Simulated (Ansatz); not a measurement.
Start from LiNbO$_{3}$ (space group R3c, No. 161).

```xyz
10
Lattice="2.5949 1.4982 4.6715 -2.5949 1.4982 4.6715 0.0000 -2.9964 4.6715" Properties=species:S:1:pos:R:3 pbc="T T T"
Li     0.0000     0.0000     3.9344
Li     0.0000     0.0000    10.9417
Nb     0.0000     0.0000    14.0075
Nb     0.0000     0.0000     7.0003
O     -0.6422    -1.4587     5.5444
O      1.5844     0.1732     5.5444
O     -0.9421     1.2855     5.5444
O     -1.6528    -0.2127     7.8802
O      0.6422     1.5377     7.8802
O      1.0106    -1.3250     7.8802
```

Cartesian axes are those of the cell as printed.

Method: plane-wave PAW DFT at the PBE level (Ansatz, a program for electronic structure, 420 eV), spin-orbit coupling left out.

Base values:

The volume per atom is 10.90 Å³.

Modification: biaxial strain +0.75 %, plane normal [001], relaxed out of plane (Cartesian); in-plane vectors clamped, the third vector and the atoms free.

Q: Estimate the effect on the energy relative to the base.

A: The energy rises by 0.8 meV/atom.

Q: What does the calculation give for the volume per atom after the change?

A: The volume per atom grows by 0.12 Å³ (10.90 Å³ → 11.02 Å³).

Whether these cells are dynamically stable was not tested.
